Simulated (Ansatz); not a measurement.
## Effective masses and thermopower of AlAs under load (space group I-4m2)

Data:

```yaml
crystal:
  lattice:
    - [0.00000, 2.77855, 2.89496]
    - [2.77855, 0.00000, 2.89496]
    - [2.77855, 2.77855, 0.00000]
  atoms:
    - { symbol: Al, position: [0.00000, 0.00000, 0.00000] }
    - { symbol: As, position: [0.25000, 0.25000, 0.25000] }
```

These are PBE with spin-orbit coupling, rigid bands (plane waves, PAW; Ansatz, a program for electronic structure) values and carry that method's errors. Condition of this run: biaxial stress in (001) of 2.4 GPa (compression positive) (the target of the relaxation). How the cell was made: cell and atoms relaxed with PBEsol, then loaded as said.

The band gap comes out as 1.18 eV and the electron conductivity mass (300 K, dilute) comes out as 0.39 (x), 0.39 (y), 0.27 (z) mₑ. The hole conductivity mass (300 K, dilute) comes out as 0.42 (x), 0.42 (y), 0.66 (z) mₑ. The effective density of states N_c (300 K) comes out as 1.2e19 cm⁻³ and the effective density of states N_v (300 K) comes out as 7.7e18 cm⁻³. The density-of-states mass, electrons is 0.62 mₑ and the density-of-states mass, holes is 0.46 mₑ. The Seebeck coefficient, n-type 1e19 cm⁻³, 300 K is -234 μV/K. The best n-type power factor at 300 K for τ = 10 fs (best axis; densities from 1e16 to 1e21 cm⁻³ tried, whether or not they can be reached) is 7.1 μW/(cm·K²) at 3e19 cm⁻³ and the Seebeck coefficient, p-type 1e19 cm⁻³, 300 K is 265 μV/K. The best p-type power factor at 300 K for τ = 10 fs (best axis; densities from 1e16 to 1e21 cm⁻³ tried, whether or not they can be reached) is 11.1 μW/(cm·K²) at 3e20 cm⁻³.

Rigid bands; masses and Seebeck coefficients take one relaxation time τ for all states and one kind of carrier; polarons and phonon drag are left out. Geometry: cell and atoms relaxed with PBEsol.
